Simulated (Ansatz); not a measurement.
We consider cubic perovskite TlMnCl₃, described by r²SCAN (Ansatz, a program for electronic structure, PAW).

Numerical settings: plane-wave cutoff 560 eV, 8×8×8 k mesh, Fermi–Dirac smearing 0.01 eV, spin-polarised start, scalar-relativistic PAW data made under PBE.

Properties against volume:

```tsv
V (Å³/atom)	P (GPa)	direct gap at Γ (eV)	smallest gap on the k mesh (eV)
23.829	2.82	4.794	1.867
24.336	1.78	4.793	1.995
24.843	0.84	4.787	2.115
25.350	0.00	4.778	2.228
25.856	-0.75	4.766	2.333
26.363	-1.42	4.750	2.431
26.870	-2.02	4.681	2.471
```

The fundamental gap (2.23 eV at the equilibrium volume, with added k points) lies elsewhere than Γ–Γ.

Note: the magnetic order was assumed, not searched for or taken from measurement; the relaxation could not lower the start's symmetry, so the cell can be a saddle point above a distorted one.

Spin–orbit coupling is not included; with these elements it can move the gap by several tenths of an eV or more.
